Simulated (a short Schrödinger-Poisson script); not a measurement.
## Gated Al0.3Ga0.7N/GaN polarisation-induced gas

System: gated Al0.3Ga0.7N/GaN polarisation-induced gas, at 300 K.

| layer | material | thickness (nm) | Na (cm⁻³) |
|---|---|---|---|
| 1 | Al0.3Ga0.7N | 10 | - |
| 2 | GaN | 6000 | 1e15 |

The device is made up for the run: typed textbook-type constants, with dimensions and the other settings drawn at random. Al0.3Ga0.7N: permittivity 9.32, conduction-band edge (eV) 0.414, gap (eV) 4.021, electron mass (mₑ) 0.236, Nv at 300 K (cm⁻³) 4.6e19. GaN: permittivity 9.5, conduction-band edge (eV) 0, gap (eV) 3.43, Nv at 300 K (cm⁻³) 4.6e19.

Channel valleys (confinement mass, in-plane density-of-states mass, number): Γ 0.2, 0.2, 1. At the gate the conduction-band edge of layer 1 lies 1.23 eV − eVg above the Fermi level of the channel; the field vanishes at the back. Sheet of polarisation charge: +1.5e13 e/cm² at 10 nm from the gate. The barrier under the gate holds no holes. Gaps are held at their typed values at every temperature. Mesh 0.08 nm at interfaces.

Solved with a short Schrödinger-Poisson script written for these runs: 1D Poisson equation in equilibrium, electrons quantum, Hartree (BenDaniel-Duke, 40 states a valley, the channel's in-plane mass for all, wave functions free to enter the barrier), parabolic valleys, classical holes, full ionisation, no traps, pinning or gate leakage.

```csv
Vg (V),electrons (cm⁻²),in the channel layer,C (μF/cm²),Γ E0 (meV),Γ E1 (meV)
0.5,1.13e13,1.03e13,0.761,-117.0,9.9
0.35,1.06e13,9.75e12,0.756,-109.7,12.6
0.2,9.89e12,9.17e12,0.752,-102.4,15.3
0.05,9.19e12,8.58e12,0.747,-94.9,18.0
-0.1,8.49e12,7.98e12,0.743,-87.4,20.7
-0.25,7.80e12,7.38e12,0.739,-79.9,23.5
-0.4,7.11e12,6.76e12,0.734,-72.2,26.3
-0.55,6.42e12,6.14e12,0.729,-64.4,29.1
-0.7,5.74e12,5.52e12,0.724,-56.4,32.1
-0.85,5.07e12,4.90e12,0.717,-48.2,35.1
-1,4.40e12,4.27e12,0.710,-39.7,38.3
-1.15,3.74e12,3.65e12,0.701,-30.7,41.8
-1.3,3.09e12,3.03e12,0.689,-21.2,45.7
-1.45,2.45e12,2.41e12,0.674,-10.7,50.2
-1.6,1.83e12,1.81e12,0.653,1.4,55.7
-1.75,1.23e12,1.22e12,0.620,16.2,63.2
-1.9,6.76e11,6.72e11,0.560,36.5,75.2
-2.05,2.11e11,2.10e11,0.408,72.3,101.3
```

Subbands count from the Fermi level.
